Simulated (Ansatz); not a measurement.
# Converging the plane-wave cutoff: CuPd (P4mm, 2 atoms in the cell)

```
CuPd
1.0
    2.96552     0.00000     0.00000
    0.00000     2.96552     0.00000
    0.00000     0.00000     2.96552
Cu Pd
1 1
Direct
  0.00000   0.00000   0.01686
  0.50000   0.50000   0.50000
```

Method: PBEsol, default PAW files made with PBE (plane waves; Ansatz, an electronic-structure program).

Base settings: basis.ecutwfc = 30.9 Ry; kpoints.mp_grid.grid = 11 11 11; hamiltonian.xc = pbesol; hamiltonian.pseudopotentials = {kind: paw} (the program's default PAW files); scf.occupations.method = gaussian; scf.occupations.width = 0.0073 Ry.

The second cell is the first with its lattice scaled by 0.98.

The mesh stays at the base's, so the ladder's end is converged at best in this setting alone.

The first pressure column holds Ansatz's estimate of the finite-basis (Pulay) stress, which hides part of the cutoff error; the other is without it.

Only quantities that move along the ladder and can be compared are tabulated.

The count of work is k-points × plane waves × bands × iterations; it is no time. 

The starting cell comes from a database of computed structures (which also holds hypothetical and non-ambient phases and stackings), without a prior relaxation at this level. Its lattice was rescaled by up to half a per cent. One atom was moved a little off its site on purpose. Spin polarisation is off.

```csv
basis.ecutwfc,free energy less the last step's (meV/atom),energy of the compressed cell less the first (meV/atom),pressure (GPa),pressure without the Pulay estimate (GPa),largest difference of a force vector from the last step's (eV/Å),count of work / last
10.7 Ry,84593.09,8.33,-22.07,-3439.89,1.846,0.088
12.5 Ry,37352.45,-88.81,-7.86,-1772.70,0.873,0.095
14 Ry,18791.13,-202.57,-4.33,-1007.37,0.010,0.12
15.4 Ry,9585.71,75.02,-0.33,-580.10,0.211,0.11
16.9 Ry,4666.99,-21.33,-4.58,-322.58,0.182,0.14
18.4 Ry,2170.77,45.33,-0.34,-172.67,0.156,0.15
21.7 Ry,303.15,31.26,1.32,-34.81,0.017,0.18
24.6 Ry,37.38,26.60,-0.34,-6.16,0.010,0.19
27.9 Ry,4.38,26.96,-0.40,-0.72,0.001,0.24
30.9 Ry,2.92,26.82,-0.44,-0.52,0.001,0.25
33.8 Ry,1.79,26.72,-0.45,-0.56,0.000,0.30
37.1 Ry,0.87,26.65,-0.46,-0.51,0.000,0.36
41.5 Ry,0.54,26.60,-0.47,-0.49,0.000,0.41
46.3 Ry,0.35,26.58,-0.48,-0.50,0.000,0.48
54 Ry,0.12,26.55,-0.49,-0.49,0.000,0.61
61.7 Ry,0.07,26.54,-0.49,-0.49,0.000,0.73
74.2 Ry,0.00,26.53,-0.49,-0.49,0.000,1.0
```

Coarsest basis.ecutwfc that holds the pressure without the Pulay estimate within 1 GPa of the last step, with all finer ones: 27.9 Ry, at 0.24 of the last step's count of work; the step before is off by 5.7 GPa.

Coarsest basis.ecutwfc that holds the free energy within 1 meV/atom of the last step, with all finer ones: 37.1 Ry, at 0.36 of the last step's count of work; the step before is off by 1.8 meV/atom.

Coarsest basis.ecutwfc that holds the pressure within 0.2 GPa of the last step, with all finer ones: 24.6 Ry, at 0.19 of the last step's count of work; the step before is off by 1.8 GPa.

The energy difference between the two cells stays within 1 meV/atom of the last step's from 24.6 Ry on, the total only from 37.1 Ry on: much of the error is common to both cells and cancels.

At the lowest cutoff the pressure without the Pulay estimate lies 3440 GPa under the last step's, the usual sign of Pulay stress in an incomplete plane-wave basis.

Keys are those of Ansatz 0.2.
